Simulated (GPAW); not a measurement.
Band structure of Na (Im-3m, 1 atom in the cell).

```yaml
crystal:
  lattice:
    - [-2.08298, 2.08298, 2.08298]
    - [2.08298, -2.08298, 2.08298]
    - [2.08298, 2.08298, -2.08298]
  atoms:
    - { symbol: Na, position: [0.00000, 0.00000, 0.00000] }
```

Method of the run: PBE, GPAW PAW datasets PBE (gpaw-data 1.0.1) (plane waves; GPAW).

Settings: mode = pw; ecut = 800 eV; xc = PBE; kpts = 8 8 8; mesh shift (steps) = 0 0 0; occupations.name = fermi-dirac; occupations.width = 0.1 eV; nbands = -5; symmetry.symmorphic = false; symmetry.tolerance = 0.0005; maxiter = 120; bandpath_npoints = 40.

The starting cell comes from a database of computed structures (which also holds hypothetical and non-ambient phases and stackings), without a prior relaxation at this level. Its lattice was rescaled by a random factor within 2.5 % of one.

Levels in eV from the Fermi level, bands 1 to 7:
```json
[
 {"point": "Γ", "1": "-24.94", "2": "-24.94", "3": "-24.94", "4": "-3.37", "5": "11.87", "6": "11.87", "7": "11.87"},
 {"point": "H", "1": "-24.97", "2": "-24.97", "3": "-24.97", "4": "4.52", "5": "4.52", "6": "4.95", "7": "4.95"},
 {"point": "N", "1": "-24.98", "2": "-24.95", "3": "-24.94", "4": "0.72", "5": "1.21", "6": "8.27", "7": "9.32"},
 {"point": "P", "1": "-24.96", "2": "-24.96", "3": "-24.96", "4": "2.71", "5": "2.71", "6": "2.71", "7": "4.45"}
]
```

Bands cross the Fermi level along this path, so the cell is metallic at this level.
